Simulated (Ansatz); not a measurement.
## CoSi2: element substitutions

The reference is CoSi2 (space group Fm-3m, No. 225; non-magnetic).

```xyz
3
Lattice="0.0000 2.6802 2.6802 2.6802 0.0000 2.6802 2.6802 2.6802 0.0000" Properties=species:S:1:pos:R:3 pbc="T T T"
Co     0.0000     0.0000     0.0000
Si     1.3401     1.3401     1.3401
Si     4.0203     4.0203     4.0203
```

Each row replaces one element on all its sites; cell and atoms are relaxed.

Method: PBE (Ansatz, a first-principles code), no SOC, earlier PAW set.

Candidates:
(a) Co → P
(b) Co → Sb
(c) Si → Mg

Before the change:

- Volume per atom = 12.84 Å³

Task: Order them by volume per atom, highest first.

Result: (b) Co → Sb (24.02 Å³), (c) Si → Mg (19.42 Å³), (a) Co → P (16.19 Å³)

Other magnetic orders, which the real material may have, were not ruled out. Whether these cells are dynamically stable was not tested. As relaxed here, Si2P, Si2Sb and Mg2Co are hypothetical phases, not in the database extracts checked. Starting moments died away, wholly or in part, for the base; another magnetic solution may exist. Spin-polarised in the final run: Mg2Co; the other runs are not. An odd electron count without spin: Si2P, CoSi2 and Si2Sb.
